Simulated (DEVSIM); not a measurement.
System: Mo/SiO2/n-GaAs capacitor, at 300 K.

| layer (left to right) | material | thickness (nm) | Nd (cm⁻³) |
|---|---|---|---|
| 1 | SiO2 | 17.0 | - |
| 2 | GaAs | 1400 | 2.1e17 |

Metal gate on the left, work function 4.6 eV. Fixed charge at the semiconductor interface 1.2e12 cm⁻² (in units of +e); interface traps 2.6e11 cm⁻² eV⁻¹, uniform in energy, neutral level at 0.5 of the gap above the valence band.

Constants are typed, rounded textbook-type inputs, not results; the design itself was drawn at random and stands for no fabricated device. Values at 300 K.

| parameter | SiO2 | GaAs |
|---|---|---|
| gap (eV) | 9 | 1.424 |
| affinity (eV) | 0.9 | 4.07 |
| permittivity | 3.9 | 12.9 |
| Nc (cm⁻³) | - | 4.7e17 |
| Nv (cm⁻³) | - | 9e18 |

Model (solved in DEVSIM): 1D Poisson equation in equilibrium, Boltzmann statistics, complete ionisation; no quantum confinement or tunnelling. Metal contacts follow the ideal Schottky-Mott rule: no Fermi-level pinning, no interface dipoles.

### Question
Tabulate band edges, carrier densities and field at -2.2 V on the gate.

### Answer
Energies count from the Fermi level of the right contact; mesh points crowd at the junctions.

```csv
x (μm),Ec (eV),Ev (eV),n (cm⁻³),p (cm⁻³),field (V/cm)
0.000,5.900,-3.100,< 1e2,< 1e2,-1200000
0.001292,5.745,-3.255,< 1e2,< 1e2,-1200000
0.003672,5.460,-3.540,< 1e2,< 1e2,-1200000
0.008477,4.884,-4.116,< 1e2,< 1e2,-1200000
0.01413,4.206,-4.794,< 1e2,< 1e2,-1200000
0.01613,3.966,-5.034,< 1e2,< 1e2,-1200000
0.01721,0.687,-0.737,1300000,3800000,-190000
0.01964,0.641,-0.783,7900000,640000,-190000
0.02384,0.565,-0.859,1.5e8,34000,-170000
0.03326,0.414,-1.010,5.3e10,< 1e2,-150000
0.05252,0.185,-1.239,3.7e14,< 1e2,-90000
0.1171,0.021,-1.403,2.1e17,< 1e2,-500
0.2364,0.021,-1.403,2.1e17,< 1e2,≈ 0
0.4802,0.021,-1.403,2.1e17,< 1e2,≈ 0
1.024,0.021,-1.403,2.1e17,< 1e2,≈ 0
1.237,0.021,-1.403,2.1e17,< 1e2,≈ 0
1.332,0.021,-1.403,2.1e17,< 1e2,≈ 0
1.379,0.021,-1.403,2.1e17,< 1e2,≈ 0
1.404,0.021,-1.403,2.1e17,< 1e2,≈ 0
1.411,0.021,-1.403,2.1e17,< 1e2,≈ 0
1.415,0.021,-1.403,2.1e17,< 1e2,≈ 0
1.417,0.021,-1.403,2.1e17,< 1e2,≈ 0
```
